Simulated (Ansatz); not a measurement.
Results of LDA (Ansatz, a quantum-chemistry and plane-wave program, PAW) for B (model structure, started from the simple cubic type, Pm-3m, No. 221, 1 atom in the cell).

Numerical settings: plane-wave cutoff 520 eV, 28×28×28 k mesh, Fermi–Dirac smearing 0.05 eV, scalar-relativistic PAW data made under PBE.

Cell (relaxed at this level):

```
CELL_PARAMETERS angstrom
      1.86428     0.00000     0.00000
      0.00000     1.86428     0.00000
      0.00000     0.00000     1.86428
ATOMIC_POSITIONS crystal
  B  0.00000 0.00000 0.00000
```

### Question
Estimate the bulk modulus B0 that the calculation returns.

### Answer

- bulk modulus B0: 250 GPa

The run finds no gap.

Note: the bulk modulus is −V dP/dV from two relaxed cells at ±2 % in volume; the relaxation could raise the start's symmetry but not lower it, so the cell can be a saddle point.

The computed numbers hold no vibrational or temperature effects.

A model structure was made by putting elements into a prototype or built by hand; it is no filed structure, need not be a known phase, and can be a saddle point held by its symmetry.
